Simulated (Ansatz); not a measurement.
A. zinc blende CuCl
B. Sc (hcp (Mg type), P6_3/mmc)
C. fcc (Cu type) Al
D. Au (fcc (Cu type), Fm-3m)

**Question.** Rank these crystals by volume expansion coefficient at 300 K, lowest first, as quasi-harmonic approximation on PBEsol density-functional theory in Ansatz (plane waves, PAW) gives it.

**Answer.** B (31.2 × 10⁻⁶ K⁻¹), A (42.0 × 10⁻⁶ K⁻¹), D (51.4 × 10⁻⁶ K⁻¹), C (63.2 × 10⁻⁶ K⁻¹)

 Spin-orbit coupling is not included. The runs of Al (PBEsol) noted for some cells that some bands missed the eigensolver's tolerance; how far this moves their values was not measured.

The crystal is held in this phase throughout; melting and phase transitions are not modelled.

Ansatz is a quantum-chemistry and plane-wave program.
